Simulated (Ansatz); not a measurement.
Ansatz (a quantum-chemistry and plane-wave program) run on IrPd₃ (I4/mmm, 4 atoms in the cell): self-consistent single point.

Computed with LDA (PW92), PAW files made with PBE (plane waves; Ansatz).

The change in words: lattice scaled by 0.98. Reference geometry:
```
IrPd3
1.0
   -1.96947     1.96947     3.89285
    1.96947    -1.96947     3.89285
    1.96947     1.96947    -3.89285
Pd Ir
3 1
Direct
  0.75000   0.25000   0.50000
  0.25000   0.75000   0.50000
  0.50000   0.50000   0.00000
  0.00000   0.00000   0.00000
```

Reference input (self-consistent single point, DFT, LDA (PW92), plane waves, PAW files made with PBE): kpoints.mp_grid.grid = 8 8 8; hamiltonian.xc = lda; hamiltonian.pseudopotentials = {kind: paw} (the program's default PAW files); scf.occupations.method = gaussian; scf.occupations.width = 0.2 eV. This run's input differs from it in these lines:

```diff
@@ -3,5 +3,5 @@
   lattice:
-    - [-1.969465, 1.969465, 3.892850]
-    - [1.969465, -1.969465, 3.892850]
-    - [1.969465, 1.969465, -3.892850]
+    - [-1.930076, 1.930076, 3.814993]
+    - [1.930076, -1.930076, 3.814993]
+    - [1.930076, 1.930076, -3.814993]
   atoms:
```

Output, abridged:

```
SCF iter   1: F=—  HF=-32208.086994 eV  |F-HF|=—  |Δ(HF+E_count)|=         —  Δρ=2.62e-1  dr2=6.14e1  ethr=3.10e-3  ⟨swp⟩=5.0  Hψ=7984  notcnv=0
all-band conjugate gradients solve this SCF's bands
preconditioner: auto → Kerker (q_TF=auto, 2.831 Å⁻¹)
SCF iter   2: F=—  HF=-32199.568553 eV  |F-HF|=—  |Δ(HF+E_count)|=    8.52e0  Δρ=1.01e-1  dr2=9.55e0  ethr=3.10e-3  ⟨swp⟩=2.9  Hψ=5463  notcnv=0  defer=75
   [... lines left out ...]
SCF iter   6: F=—  HF=-32198.024139 eV  |F-HF|=—  |Δ(HF+E_count)|=   2.58e-3  Δρ=7.07e-4  dr2=4.79e-4  ethr=2.92e-5  ⟨swp⟩=1.1  Hψ=2475  notcnv=0  defer=80
SCF iter   7: F=—  HF=-32198.024090 eV  |F-HF|=—  |Δ(HF+E_count)|=   4.89e-5  Δρ=1.77e-4  dr2=1.75e-5  ethr=6.74e-7  ⟨swp⟩=2.2  Hψ=3341  notcnv=0  defer=80
SCF iter   8: F=—  HF=-32198.024088 eV  |F-HF|=—  |Δ(HF+E_count)|=   2.38e-6  Δρ=3.54e-5  dr2=8.91e-7  ethr=2.46e-8  ⟨swp⟩=2.4  Hψ=4173  notcnv=0  defer=80
SCF iter   9: F=-32198.024087 eV  HF=-32198.024087 eV  |F-HF|=2.42e-8  |Δ(HF+E_count)|=   2.23e-7  Δρ=8.56e-6  dr2=4.59e-8  ethr=1.41e-10  ⟨swp⟩=9.8  Hψ=10415  notcnv=0
SCF 1 converged in 9 iterations: F = -32198.024087 eV  dr2 = 4.59e-8
Free energy (F): -32198.024087 eV
Internal energy: -32197.890867 eV  (E = F + TS)
E sigma→0 (E₀):  -32197.957477 eV
Entropy (-TS):   -0.133221 eV (-33.305 meV/atom)
Fermi energy:    21.670095 eV
--- Forces (eV/Å), atoms counted from 1 ---
  atom   1  Pd     0.00000000     0.00000000    -0.00000000
   [... zero for the other atoms too ...]
--- Stress (GPa, compression-positive) ---
       -3.401656       0.000000      -0.000000
        0.000000      -3.401656       0.000000
       -0.000000      -0.000000      -3.361284
  P = ⅓ Tr σ = -3.3882 GPa (-33.882 kbar)
  The stress holds the Pulay correction. Without it, at fixed plane waves, as pw.x and ABINIT print it: P = -3.4200 GPa
```

The run converged in 9 iterations. Against the reference run the free energy falls by 57.1 meV/atom and the pressure goes from -16.33 to -3.39 GPa.

The starting cell comes from a database of computed structures (which also holds hypothetical and non-ambient phases and stackings), without a prior relaxation at this level. For this run, on top of that: lattice scaled by 0.98. Spin polarisation is off. With a pressure of about -3 GPa the cell is away from its equilibrium volume at this level. Ansatz's pressure includes its estimate of the finite-basis (Pulay) stress.

Keys are those of Ansatz 0.2.
